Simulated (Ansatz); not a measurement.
Bond-angle distributions (per cent of the angles at each element, bins of 10°) of a relaxed model of amorphous Hf18O37Mg at 8.63 g/cm³. Level of theory: PBE, scalar-relativistic without spin-orbit coupling (plane waves to 420 eV, PAW; Ansatz, a first-principles code).

It comes from a melt-quench run on a machine-learned potential (CHGNet), relaxed afterwards by DFT. O atoms were pushed apart under 1.9 Å during the dynamics, to hinder bonds among them. The hot cell started wider than the set density and was brought back towards it in steps. It is the lowest in DFT energy of 2 quenches. It is a model cell: composition and starting density were chosen by hand, and all elements were melted together. No dispersion term was used. Its density started from a set value of 8.82 and ended at 8.63 g/cm³. The quench (nominally 450 K/ps over its main leg) was far faster than any real one, so the model tends to hold more defects than a real film. A cell of this size samples the disorder only roughly. Volume and shape were free in the relaxation.

Bonds are counted up to Hf-Hf 3.34 Å, Hf-O 2.58 Å, Hf-Mg 3.27 Å, O-O 1.58 Å, O-Mg 2.48 Å, Mg-Mg 3.19 Å. Two cations that share two anions don't count as bonded, nor two that share one unless they lie closer than Hf-Hf 3.25 Å, Hf-Mg 3.18 Å, Mg-Mg 3.10 Å.

```
angle (°)  at Hf  at O
---------  -----  ----
50-60          0     0
60-70          4     0
70-80         27     0
80-90         15     4
90-100        11    24
100-110        7    29
110-120        8    12
120-130        6     9
130-140        9    12
140-150        7     5
150-160        4     4
160-170        2     2
170-180        0     0
```

They go with these counts of neighbours within the cut-offs, cation contacts included: Hf mean 6.1, most often 6; O mean 3.1, most often 3.
